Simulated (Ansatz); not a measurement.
Band structure of CsSrBr3 (P6_3/mmc, 10 atoms in the cell).

```xyz
10
Lattice="8.7913 0.0000 0.0000 -4.3957 7.6135 0.0000 0.0000 0.0000 7.5109" Properties=species:S:1:pos:R:3 pbc="T T T"
Cs     0.0000     5.0757     5.6332
Cs     4.3957     2.5378     1.8777
Sr     0.0000     0.0000     0.0000
Sr     0.0000     0.0000     3.7554
Br     0.0000     2.2262     1.8777
Br     2.4677     6.5004     1.8777
Br    -2.4677     6.5004     1.8777
Br     4.3957     5.3873     5.6332
Br     1.9279     1.1131     5.6332
Br     6.8634     1.1131     5.6332
```

Method: PBE (plane waves, PAW; Ansatz, a program for electronic structure).

Settings: kpoints.mp_grid.grid = 3 3 3; hamiltonian.xc = pbe; hamiltonian.pseudopotentials = {kind: paw} (the program's default PAW files); scf.occupations.method = cold; scf.occupations.width = 0.1 eV; kpoints.band_path.npoints = 16.

The starting cell was generated: these elements placed on a structure prototype, without a prior relaxation; it need not be a known phase or ordering of this composition. Its lattice was rescaled by a random factor within 2.5 % of one.

Task: Predict the gap along the standard path and the places of the band edges.

Result: The gap along the path is 3.94 eV, direct at Γ to within 0.01 eV.

Levels in eV from the top of the valence band on the path, bands 37 to 44:
```tsv
point	37	38	39	40	41	42	43	44
Γ	-0.23	-0.15	-0.15	0.00	3.94	4.99	5.68	5.68
M	-0.43	-0.21	-0.18	-0.08	4.76	5.04	5.25	6.18
K	-0.34	-0.34	-0.20	-0.09	4.85	5.23	5.23	6.19
A	-0.13	-0.13	-0.13	-0.13	4.98	4.98	5.69	5.69
L	-0.28	-0.28	-0.14	-0.14	5.39	5.39	5.86	5.86
H	-0.24	-0.24	-0.23	-0.23	5.47	5.47	5.87	5.87
```

Keys are those of Ansatz 0.2.
